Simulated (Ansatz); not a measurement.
The reference is IrO2 in the rutile structure (space group P4_2/mnm, No. 136; a = 4.529 Å, c = 3.180 Å).

The values are results of plane-wave PAW DFT at the PBE level (Ansatz, an electronic-structure program, 420 eV), without spin-orbit coupling, earlier PAW set, not measurements.

It is then changed as follows: every Ir is replaced by Sn, then cell and atoms are relaxed.

Measured lattice parameter a: IrO2 4.5051 Å (room temperature; as listed in Zenji Hiroi, Progress in Solid State Chemistry (2015)); SnO2 4.73735 Å (room temperature; as listed in Zenji Hiroi, Progress in Solid State Chemistry (2015)).

### Question
How well does PBE reproduce the measured shift?

### Answer
With PBE the lattice parameter a moves by +0.298 Å (4.529 → 4.828) against +0.232 Å measured.

No phonon test of stability was made. No Hubbard U is applied, and correlation can decide whether such a compound is a metal. All final runs are without spin polarisation.
